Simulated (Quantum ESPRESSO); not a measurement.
Pressure against volume in cubic perovskite BaTiO3 (space group 221) (Quantum ESPRESSO, PBEsol)

```xyz
5
Lattice="3.8839 0.0000 0.0000 0.0000 3.8839 0.0000 0.0000 0.0000 3.8839" Properties=species:S:1:pos:R:3 pbc="T T T"
Ba     0.0000     0.0000     0.0000
Ti     1.9419     1.9419     1.9419
O      1.9419     0.0000     1.9419
O      0.0000     1.9419     1.9419
O      1.9419     1.9419     0.0000
```

Method of the run: PBEsol, GBRV 1.5 ultrasoft (PBESOL) pseudopotentials (plane waves; Quantum ESPRESSO). Settings: ecutwfc = 65 Ry; ecutrho = 520 Ry; occupations = smearing; smearing = fermi-dirac; degauss = 0.000734986 Ry; potentials = {Ba: ba_pbesol_v1.uspp.F.UPF, Ti: ti_pbesol_v1.4.uspp.F.UPF, O: o_pbesol_v1.2.uspp.F.UPF}; K_POINTS = automatic 8 8 8 0 0 0; conv_thr = 1e-10 Ry. The cell above is the first row's. The rows scale it uniformly. In all rows fractional positions and the k mesh are held.

| V (Å^3/atom) | P (GPa) |
|---|---|
| 11.717 | ? |
| 11.972 | 10.28 |
| 12.227 | 5.74 |
| 12.481 | 1.68 |
| 12.736 | -1.95 |
| 12.991 | -5.19 |
| 13.245 | -8.09 |
| 13.500 | -10.68 |
| 13.755 | -12.99 |

The 8 complete rows are fitted with a cubic, P against V. With u = V - 12.9, the rows have u = -0.9280, -0.6730, -0.4190, -0.1640, 0.0910, 0.3450, 0.6000, 0.8550. Least squares gives P = -4.083 - 12.5232·u + 2.8053·u² - 0.4058·u³. Residuals (row less fit): 0.001, 0.001, -0.007, 0.002, 0.010, -0.004, -0.005, 0.003; standard error 0.007 (degrees of freedom: 4). The fitted pressure is zero at V0 = 12.60, where dP/dV = -14.34, so B0 = -V0·dP/dV = 181 GPa.

Problem. Predict the withheld P at V = 11.717 from the fit, and compare with the calculation.

Solution. u = -1.1830, so P = -4.083 - 12.5232 × (-1.1830) + 2.8053 × (-1.1830)² - 0.4058 × (-1.1830)³ = 15.330 GPa. The calculation gives 15.36 GPa, 0.030 GPa above the prediction (0.1 % of the range of P in the table). The row lies outside the fitted rows, so this is an extrapolation. From the scatter of the fitted rows alone, a prediction at this place has a standard error of 0.019 GPa, so the miss is 1.6 times that.

Carrying the step between the two nearest rows on in a straight line would have given 14.82, off by 0.54; series whose last step already gives the withheld value aren't shown. The scan was laid around a cell of about the measured size, scaled by a guess for this functional. This is a high-temperature phase, held here by symmetry. The runs keep the symmetry of the cell, so they don't test it for distortions. Spin-orbit coupling is off. Cutoffs and mesh are single choices, not tested for convergence of this quantity. Series with a scatter that would blur these digits, or in which a gap closes, are not shown.
